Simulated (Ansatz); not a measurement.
The starting structures come from a database of crystals and need not be the phases stable at ambient conditions.

Tunnelling through a barrier is set by its complex band structure: the current falls as exp(−2κd) with the smallest κ.

Input:

```xyz
7
Lattice="4.6735 0.0000 0.0000 0.0000 10.6197 0.0000 0.0000 5.3098 5.3098" Properties=species:S:1:pos:R:3 pbc="T T T"
Cs     2.3367     2.6549     2.6549
Cs     2.3367     7.9647     2.6549
Pd     0.0000     0.0000     0.0000
Cl     0.0000    10.6197     2.3221
Cl     0.0000     5.3098     2.9877
Cl     0.0000     2.3221     0.0000
Cl     0.0000     8.2976     0.0000
```

Space group of this cell: P4/mmm. The cell is taken as given.

Transport runs along the normal of the first two printed cell vectors, the (110) plane of the conventional cell.

The gap is the functional's own. No spin-orbit coupling. Mid-gap values are interpolated on the energy grid.

### Question
Predict the band gap and the smallest decay constant κ at mid-gap from r2SCAN in Ansatz (a first-principles code).

### Answer
Gap 2.02 eV on a 6×6×6 mesh; κ = 0.407 1/Å, at the zone centre.
